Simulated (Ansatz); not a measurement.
Si2N2O (Cmc2₁, No. 36)

These are LDA (plane waves, PAW; Ansatz, a first-principles code) values and carry that method's errors.

Run with plane-wave cutoff 500 eV, 8×8×8 k mesh, gaussian smearing 0.02 eV, scalar-relativistic PAW data made under PBE.

Cell: relaxed at this level.

For Si2N2O (Cmc2₁, No. 36), the volume per atom comes out as 11.74 Å³/atom and the band gap is 4.99 eV (on the SCF k mesh).

Static lattice: no zero-point or thermal effects.
